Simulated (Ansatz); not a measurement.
The starting structures come from a database of crystals and need not be the phases stable at ambient conditions.

```yaml
crystal:
  lattice:
    - [9.58154, 0.00000, 0.00000]
    - [-4.79077, 8.29785, 0.00000]
    - [4.79077, 2.76595, 1.95582]
  atoms:
    - { symbol: Zr, position: [0.00000, 0.87500, 0.75000] }
    - { symbol: Zr, position: [0.00000, 0.62500, 0.25000] }
    - { symbol: Zr, position: [0.37500, 0.12500, 0.75000] }
    - { symbol: Zr, position: [0.12500, 0.37500, 0.25000] }
    - { symbol: Zr, position: [0.12500, 0.25000, 0.75000] }
    - { symbol: Zr, position: [0.37500, 0.75000, 0.25000] }
    - { symbol: N, position: [0.73936, 0.36968, 0.89096] }
    - { symbol: N, position: [0.13032, 0.50000, 0.86968] }
    - { symbol: N, position: [0.50000, 0.00000, 0.36968] }
    - { symbol: N, position: [0.63032, 0.63032, 0.86968] }
    - { symbol: N, position: [0.63032, 0.50000, 0.36968] }
    - { symbol: N, position: [0.73936, 0.86968, 0.39096] }
    - { symbol: N, position: [0.13032, 0.13032, 0.36968] }
    - { symbol: N, position: [0.50000, 0.00000, 0.86968] }
```

Space group of this cell: I-43d. The cell is taken as given; by PBEsol its mean pressure is -5.6 GPa.

Transport runs along the normal of the first two printed cell vectors, the (111) plane of the conventional cell.

The gap is the functional's own, uncorrected, and κ follows it; spin-orbit coupling is left out. Mid-gap values are interpolated between the computed energies.

Question: Predict the band gap and the smallest decay constant κ at mid-gap from Ansatz (a first-principles code) with PBEsol.

Answer: Gap 0.62 eV on a 16×16×16 mesh; κ = 0.154 1/Å, at the zone centre.
